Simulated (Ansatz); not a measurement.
Density of states of SiRh (P6/mmm, 6 atoms in the cell).

```
SiRh
1.0
    5.07846     0.00000     0.00000
   -2.53923     4.39807     0.00000
    0.00000     0.00000     4.09788
Rh Si
3 3
Cartesian
  2.53923   0.00000   0.00000
  1.26961   2.19904   0.00000
 -1.26961   2.19904   0.00000
  0.00000   0.00000   0.00000
  0.00000   2.93205   2.04894
  2.53923   1.46602   2.04894
```

Level of theory: PBE (plane waves, PAW; Ansatz, a program for electronic structure).

SCF settings: basis.ecutwfc = 420 eV; kpoints.mp_grid.grid = 5 5 6; hamiltonian.xc = pbe; hamiltonian.pseudopotentials = {kind: paw} (the program's default PAW files); scf.occupations.method = cold; scf.occupations.width = 0.272 eV. Keys of the DOS step: output.dos.nscf_kmesh.grid = 8 8 9; output.dos.method = {smearing: {sigma: 0.3}} eV.

The starting cell was generated: these elements placed on a structure prototype, without a prior relaxation; it need not be a known phase or ordering of this composition. Its lattice was rescaled by a random factor within 2.5 % of one. Spin polarisation is off.

Total DOS (both spins), as means of the tabulated values in each energy bin; the zero is the program's Fermi level or highest filled level, and the curve is cut to this window:

(E (eV), states/eV/cell): (-7.75, 1.60); (-7.25, 0.45); (-6.75, 0.62); (-6.25, 1.55); (-5.75, 4.06); (-5.25, 6.09); (-4.75, 5.03); (-4.25, 6.40); (-3.75, 6.64); (-3.25, 5.80); (-2.75, 5.86); (-2.25, 3.84); (-1.75, 3.81); (-1.25, 5.76); (-0.75, 6.72); (-0.25, 3.60); (0.25, 1.86); (0.75, 1.93)

Around zero the curve holds about 2.4 states/eV/cell.

Keys are those of Ansatz 0.2.
